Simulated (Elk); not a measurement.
Input and output of a self-consistent single point for TiSi2 (Cmcm, 6 atoms in the cell) (Elk).

Method of the run: PBE, all-electron FP-LAPW, Elk's shipped species files, LAPW+lo basis run with Elk.

The change in words: lattice scaled by 0.98. Reference geometry:
```
TiSi2
1.0
    1.79776    -6.88433     0.00000
    1.79776     6.88433     0.00000
    0.00000     0.00000     3.63113
Ti Si
2 4
Direct
  0.89688   0.10312   0.75000
  0.10312   0.89688   0.25000
  0.55825   0.44175   0.75000
  0.44175   0.55825   0.25000
  0.24969   0.75031   0.75000
  0.75031   0.24969   0.25000
```

Reference input (self-consistent single point, DFT, PBE, all-electron FP-LAPW, Elk's shipped species files, LAPW+lo basis): xctype = 20; rgkmax = 7.5; swidth = 0.00367493 Ha; ngridk = 7 7 7; gmaxvr = 14 1/bohr; nxoapwlo = 1; rmtscf = 0.98; maxscl = 100. This run's input differs from it in these lines:

```diff
@@ -25,5 +25,5 @@
 avec
-    3.3972721481  -13.0094925824    0.0000000000
-    3.3972721481   13.0094925824    0.0000000000
-    0.0000000000    0.0000000000    6.8618336640
+    3.3293270453  -12.7493018614    0.0000000000
+    3.3293270453   12.7493018614    0.0000000000
+    0.0000000000    0.0000000000    6.7245960837
```

Output (repeated stretches shortened):

```
│ Self-consistent loop started │
│ Loop number : 1 │
 total energy                :     -2872.88520678
│ Loop number : 2 │
 total energy                :     -2872.94253275
RMS change in Kohn-Sham potential (target) :   0.5695921634     (  0.1000000000E-05)
Absolute change in total energy (target)   :   0.5732597494E-01 (  0.1000000000E-03)
│ Loop number : 3 │
 total energy                :     -2871.65377648
RMS change in Kohn-Sham potential (target) :   0.5071804333     (  0.1000000000E-05)
Absolute change in total energy (target)   :    1.274424780     (  0.1000000000E-03)
│ Loop number : 4 │
   [... lines left out ...]
Absolute change in total energy (target)   :   0.1178367904E-02 (  0.1000000000E-03)
│ Loop number : 13 │
 total energy                :     -2868.14606459
RMS change in Kohn-Sham potential (target) :   0.3812798073E-05 (  0.1000000000E-05)
Absolute change in total energy (target)   :   0.3431265432E-03 (  0.1000000000E-03)
│ Loop number : 14 │
 total energy                :     -2868.14591755
RMS change in Kohn-Sham potential (target) :   0.8033672750E-06 (  0.1000000000E-05)
Absolute change in total energy (target)   :   0.6125398340E-04 (  0.1000000000E-03)
Convergence targets achieved

│ Loop number : 15 │

Energies :
 Fermi                       :     0.382527729130
 total energy                :     -2868.14591084

Density of states at Fermi energy :    43.19686645
 (states/Hartree/unit cell)

Estimated indirect band gap :   0.7996788092E-03
 from k-point     46 to k-point     13
Estimated direct band gap   :   0.4097368554E-02
 at k-point     15

Charges :
 core                        :    60.00000000
 valence                     :    40.00000000
 interstitial                :    10.30719345
 muffin-tins (core leakage)
  species :    1 (Ti)
   atom    1                 :    20.44337847     (  0.9772360698E-09)
   atom    2                 :    20.44337847     (  0.9772360698E-09)
  species :    2 (Si)
   atom    1                 :    12.23247744     (  0.1699345517E-02)
   atom    2                 :    12.23247744     (  0.1699345517E-02)
   atom    3                 :    12.17054737     (  0.1676182416E-02)
   atom    4                 :    12.17054737     (  0.1676182416E-02)
 total in muffin-tins        :    89.69280655
 total calculated charge     :    99.99394236
 total charge                :    100.0000000
 error                       :   0.6057637136E-02

│ Self-consistent loop stopped │
```

The run converged in 15 iterations. The count includes the last loop, which Elk runs after its targets are met. Against the reference run the free energy drops by 5.5 meV/atom.

The starting cell comes from a database of computed structures (which also holds hypothetical and non-ambient phases and stackings), without a prior relaxation at this level. Its lattice was rescaled by a random factor within 2.5 % of one. For this run, on top of that: lattice scaled by 0.98. Spin polarisation is off. Values depend on the basis (sphere radii, cutoffs, local orbitals), which need not be converged. The log's line on a gap gives a spacing of levels on this mesh, which the program prints for metals too.

Cost on one core of a shared machine: roughly 6 min.
